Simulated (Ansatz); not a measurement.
```
CELL_PARAMETERS angstrom
      4.91497     0.00000     0.00000
     -2.45748     4.25649     0.00000
      0.00000     0.00000     5.43130
ATOMIC_POSITIONS crystal
  Si 0.46891 0.00000 0.00000
  Si 0.00000 0.46891 0.33333
  Si 0.53109 0.53109 0.66667
  O  0.58661 0.85583 0.78489
  O  0.14417 0.73078 0.11822
  O  0.26922 0.41339 0.45156
  O  0.73078 0.14417 0.21511
  O  0.41339 0.26922 0.88178
  O  0.85583 0.58661 0.54844
```

Space group of this cell: P3_121. The cell is taken as given.

Calculation: r2SCAN (plane waves, PAW; Ansatz, a quantum-chemistry and plane-wave program).

The current runs along the normal of the first two printed vectors; no spin-orbit coupling. Scaled by the factor s: both lengths across the current (ions clamped). Meshes 12×12×6 and 12×12 across the current in all rows.

| s | mean pressure (GPa) | band gap (eV) |
|---|---|---|
| 0.98 | 8.7 | 6.88 |
| 1.00 | 0.0 | 6.60 |
| 1.02 | -7.3 | ? |

Task: Take the slope of the band gap against ln s from the two given rows, extrapolate to s = 1.02, and say what the run there gives.

Result: Slope = (6.88 − 6.60) / ln 0.98 = -13.9 eV. The line gives 6.60 + (-13.9) × ln 1.02 = 6.33 eV. The run gives 6.29 eV, 0.04 eV under the line, 13 % of the predicted step.
